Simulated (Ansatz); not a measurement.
Consider Ge in the diamond structure (space group Fd-3m, No. 227; a = 5.762 Å).

The values are results of PBE, PAW, 420 eV (Ansatz, a program for electronic structure; scalar-relativistic without spin-orbit coupling), not measurements.

For the base:

```
Item        Value
--------  -------
Pressure  0.0 GPa
Band gap     zero
```

Now apply this change: every lattice vector is stretched by 1.00 %; the atoms relax in the strained cell.

Q: Predict the new pressure.

A: The pressure goes from zero to -1.6 GPa.

Q: How does this affect the energy relative to the base?

A: The energy goes up by 3.8 meV/atom.

Q: What happens to the band gap?

A: The band gap is still zero.

No phonon test of stability was made. A zero or small gap of Ge can be the functional's error rather than a property of the material.
